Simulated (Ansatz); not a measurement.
The reference is an 8-atom supercell of MnSi (space group P2_13, No. 198; ferromagnetic) at its relaxed geometry.

```
MnSi
1.0
    4.47038     0.00000     0.00000
    0.00000     4.47038     0.00000
    0.00000     0.00000     4.47038
Mn Si
4 4
Direct
  0.13708   0.13708   0.13708
  0.63708   0.36292   0.86292
  0.86292   0.63708   0.36292
  0.36292   0.86292   0.63708
  0.84537   0.84537   0.84537
  0.34537   0.65463   0.15463
  0.15463   0.34537   0.65463
  0.65463   0.15463   0.34537
```

Level of theory: Ansatz (an electronic-structure program), PBEsol, PAW, cutoff 420 eV, without spin-orbit coupling.

One neutral defect a cell, atoms relaxed at fixed cell.

One change was made to it. Results:

```json
[
 {"quantity": "largest displacement of a host atom from its site in the perfect cell", "base": "–", "after": "0.22 Å"},
 {"quantity": "pressure", "base": "0.0 GPa", "after": "29.5 GPa"}
]
```

Name the change that was made.
A) Mn vacancy, symmetric start
B) Mg on a Si site
C) Hg on a Mn site

C, Hg on a Mn site. For comparison, the pressure in the other runs: Mn vacancy, symmetric start gives -9.2 GPa; Mg on a Si site gives 13.3 GPa.

Other magnetic orders, which the real material may have, were not ruled out. The cell is small, so the values are those of an ordered compound at a high defect concentration; dilute-limit values will differ. Defects with a symmetric start kept the site's symmetry and may sit on a saddle; the others started slightly shaken.
